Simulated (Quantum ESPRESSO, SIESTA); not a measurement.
A SIESTA input for a self-consistent single point of ScCoC₂ (P1, 8 atoms in the cell) (DFT, GGA PBEsol, numerical atomic orbitals DZP, PseudoDojo PBEsol standard norm-conserving potentials (rewritten from UPF to PSML)):

```
# files in the folder: Sc.psml Co.psml C.psml (PseudoDojo PBEsol standard)
SystemName  ScCoC2
SystemLabel sccoc2

NumberOfAtoms                8
NumberOfSpecies              3
%block ChemicalSpeciesLabel
  1 21 Sc
  2 27 Co
  3 6 C
%endblock ChemicalSpeciesLabel
LatticeConstant              1.0 Ang
%block LatticeVectors
     3.342810000    0.000000000    0.000000000
     0.000000000    3.342810000    0.000000000
     0.000000000    0.000000000    7.181480000
%endblock LatticeVectors
AtomicCoordinatesFormat      Ang
%block AtomicCoordinatesAndAtomicSpecies
     1.670860122    0.025997033    4.797968332  1
     0.028507484    1.608583572    2.470529661  1
     1.735610352    1.673594541   -0.080497209  2
    -0.031024620    0.041149991   -0.031016812  2
     0.065178109    1.625635245    6.105457307  3
     1.665337800    0.041932209    1.083304714  3
     1.647580793    0.013759006    2.519385269  3
    -0.096430040    1.654968403    4.679308738  3
%endblock AtomicCoordinatesAndAtomicSpecies

XC.functional                GGA
XC.authors                   PBEsol
PAO.BasisSize                DZP
PAO.EnergyShift              0.01 Ry
MeshCutoff                   400 Ry
%block kgrid.MonkhorstPack
    8   0   0  0.0
    0   8   0  0.0
    0   0   4  0.0
%endblock kgrid.MonkhorstPack
OccupationFunction           MP
OccupationMPOrder            0
ElectronicTemperature        1578.21 K

MaxSCFIterations             150
SCF.Mixer.Method             Broyden
SCF.Mixer.Weight             0.2
SCF.Mixer.History            6
SCF.DM.Tolerance             1.0E-04
Diag.ParallelOverK           true
WriteForces                  true
```

Problem. Write the same calculation as an input for Quantum ESPRESSO.

Solution. This is the input that was run; spellings and numerical settings could be chosen otherwise.

```fortran
&control
   calculation = 'scf'
   outdir = './work'
   pseudo_dir = './'
   tprnfor = .true.
   tstress = .true.
/
&system
   ibrav = 0
   nat = 8
   ntyp = 3
   ecutwfc = 50
   ecutrho = 400
   occupations = 'smearing'
   smearing = 'gauss'
   degauss = 0.0099958
/
&electrons
   conv_thr = 1e-10
   mixing_beta = 0.7
/
ATOMIC_SPECIES
Sc    44.9559  sc_pbesol_v1.uspp.F.UPF
Co    58.9332  co_pbesol_v1.2.uspp.F.UPF
C     12.0110  c_pbesol_v1.2.uspp.F.UPF
ATOMIC_POSITIONS bohr
Sc    3.1574680231    0.0491272731    9.0668461029
Sc    0.0538713367    3.0397823990    4.6686244415
Co    3.2798282237    3.1626353253   -0.1521176794
Co   -0.0586280342    0.0777622132   -0.0586132802
C     0.1231687760    3.0720053925   11.5376421761
C     3.1470323467    0.0792403901    2.0471492181
C     3.1134764672    0.0260007530    4.7609481611
C    -0.1822263659    3.1274370270    8.8426119681
K_POINTS automatic
8 8 4  0 0 0
CELL_PARAMETERS angstrom
   3.3428100000     0.0000000000     0.0000000000
   0.0000000000     3.3428100000     0.0000000000
   0.0000000000     0.0000000000     7.1814800000
```

Basis settings and potentials, where a program has them, do not carry over. This input uses DFT, PBEsol, plane waves, GBRV 1.5 ultrasoft (PBESOL) pseudopotentials.

The starting cell comes from a database of computed structures (which also holds hypothetical and non-ambient phases and stackings), without a prior relaxation at this level. For this run, on top of that: atoms moved at random.
